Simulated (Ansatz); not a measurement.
# Amorphous In₁₂Sn₄Zn₁₀O₃₆

It comes from a melt-quench run on a machine-learned potential (CHGNet), relaxed afterwards by DFT. O atoms were pushed apart under 1.9 Å during the dynamics, to hinder bonds among them. The hot cell started wider than the set density and was brought back towards it in steps. It is the lowest in DFT energy of 2 quenches. It is a model cell: composition and starting density were chosen by hand, and all elements were melted together. No dispersion term was used.

Methods: PBE, scalar-relativistic without spin-orbit coupling (Ansatz, a quantum-chemistry and plane-wave program); r2SCAN, scalar-relativistic without spin-orbit coupling (Ansatz). Geometry, pressure, stress and energy are those of the PBE run. Its sampling: a 2×2×2 Γ-centred mesh; Fermi-Dirac width 0.02 eV; no spin polarisation. Other functionals are single points at the zone centre (r2SCAN at 500 eV), free to take moments where seeds were set.

```json
{
  "number_of_atoms_in_the_cell": "62",
  "Density (held, not predicted)": "6.44 g/cm³",
  "volume_per_atom": "12.82 Å³",
  "Pressure on a 2×2×2 Γ-centred mesh": "5.11 GPa",
  "Largest force and stress component on that mesh (the relaxation ran on the zone centre alone)": "0.11 eV/Å and 5.2 GPa",
  "Gap on a 2×2×2 Γ-centred mesh (PBE)": "0.61 eV",
  "Gap at the zone centre (PBE)": "0.59 eV",
  "Gap at the zone centre (r2SCAN)": "1.02 eV"
}
```

Cut-offs for bonds: In-In 3.12 Å, In-Sn 3.09 Å, In-Zn 2.90 Å, In-O 2.58 Å, Sn-Sn 3.06 Å, Sn-Zn 2.87 Å, Sn-O 2.46 Å, Zn-Zn 2.68 Å, Zn-O 2.28 Å, O-O 1.58 Å. Two cations that share two anions don't count as bonded, nor two that share one unless they lie closer than In-In 3.04 Å, In-Sn 3.01 Å, In-Zn 2.82 Å, Sn-Sn 2.97 Å, Sn-Zn 2.79 Å, Zn-Zn 2.61 Å.

| Quantity | Result |
|---|---|
| Mean coordination of In by anions | 5.25 (9 with 5, 3 with 6) |
| Mean coordination of Sn by anions | 5.75 (1 with 5, 3 with 6) |
| Mean coordination of Zn by anions | 4.00 (10 with 4) |
| Mean coordination of O | 3.50 (19 with 3, 16 with 4, 1 with 5) |
| Mean In-O bond | 2.179 Å (spread 0.101 Å, 63 counted) |
| Mean Zn-O bond | 2.003 Å (spread 0.071 Å, 40 counted) |

Its density started from a set value of 6.44 g/cm³. The simulated quench (nominally 880 K/ps over its main leg) is rapid and tends to freeze in more defects than a deposited or slowly cooled glass has. One small periodic cell is one sample of the glass; other quenches scatter about these values. The volume was held where the preparation left it and the shape relaxed, at a PBE pressure of 5.1 GPa. Stress components on the final sampling reach 5.2 GPa.
